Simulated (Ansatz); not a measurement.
Reference: GaP (F-43m), r2SCAN with spin-orbit coupling, rigid bands (plane waves, PAW; Ansatz, a quantum-chemistry and plane-wave program); axes and stresses refer to this cell.

```yaml
crystal:
  lattice:
    - [0.00000, 2.72572, 2.72572]
    - [2.72572, 0.00000, 2.72572]
    - [2.72572, 2.72572, 0.00000]
  atoms:
    - { symbol: Ga, position: [0.00000, 0.00000, 0.00000] }
    - { symbol: P, position: [0.25000, 0.25000, 0.25000] }
```

The Seebeck coefficient, p-type 1e19 cm⁻³ is 319 μV/K and the Seebeck coefficient, n-type 1e19 cm⁻³ is -327 μV/K. The hole conductivity mass comes out as 0.48 mₑ.

### Question
Change: uniaxial stress along [110] of -2 GPa (compression positive). What happens to Seebeck coefficient, p-type 1e19 cm⁻³, Seebeck coefficient, n-type 1e19 cm⁻³, hole conductivity mass?

### Answer
Seebeck coefficient, p-type 1e19 cm⁻³ shrinks to 294 μV/K; Seebeck coefficient, n-type 1e19 cm⁻³ drops in size to -263 μV/K; hole conductivity mass shrinks to 0.45 mₑ.

### Question
Change: uniaxial stress along [110] of 1 GPa (compression positive). What happens to Seebeck coefficient, p-type 1e19 cm⁻³, Seebeck coefficient, n-type 1e19 cm⁻³, hole conductivity mass?

### Answer
Seebeck coefficient, p-type 1e19 cm⁻³ drops to 299 μV/K; Seebeck coefficient, n-type 1e19 cm⁻³ decreases in size to -314 μV/K; hole conductivity mass falls to 0.43 mₑ.

### Question
Change: uniaxial stress along [110] of 2 GPa (compression positive). What happens to Seebeck coefficient, p-type 1e19 cm⁻³, Seebeck coefficient, n-type 1e19 cm⁻³, hole conductivity mass?

### Answer
Seebeck coefficient, p-type 1e19 cm⁻³ falls to 259 μV/K; Seebeck coefficient, n-type 1e19 cm⁻³ falls in size to -303 μV/K; hole conductivity mass shrinks to 0.35 mₑ.

### Question
Change: uniaxial stress along [111] of -1 GPa (compression positive). What happens to Seebeck coefficient, p-type 1e19 cm⁻³, Seebeck coefficient, n-type 1e19 cm⁻³, hole conductivity mass?

### Answer
Seebeck coefficient, p-type 1e19 cm⁻³ moves little, to 309 μV/K; Seebeck coefficient, n-type 1e19 cm⁻³ moves little, to -331 μV/K; hole conductivity mass moves little, to 0.47 mₑ.

### Question
Change: uniaxial stress along [111] of -2 GPa (compression positive). What happens to Seebeck coefficient, p-type 1e19 cm⁻³, Seebeck coefficient, n-type 1e19 cm⁻³, hole conductivity mass?

### Answer
Seebeck coefficient, p-type 1e19 cm⁻³ drops to 294 μV/K; Seebeck coefficient, n-type 1e19 cm⁻³ grows in size to -340 μV/K; hole conductivity mass shrinks to 0.44 mₑ.

### Question
Change: uniaxial stress along [111] of 1 GPa (compression positive). What happens to Seebeck coefficient, p-type 1e19 cm⁻³, Seebeck coefficient, n-type 1e19 cm⁻³, hole conductivity mass?

### Answer
Seebeck coefficient, p-type 1e19 cm⁻³ shrinks to 303 μV/K; Seebeck coefficient, n-type 1e19 cm⁻³ moves little, to -331 μV/K; hole conductivity mass decreases to 0.43 mₑ.

Masses are for dilute carriers at 300 K, harmonic means over directions unless an axis is named. Seebeck coefficients are for the stated density at 300 K, with one relaxation time for all states and whether or not that doping can be reached. Stresses and pressures are the targets of the relaxation.  The structure type is held under load, also where the real crystal would transform.
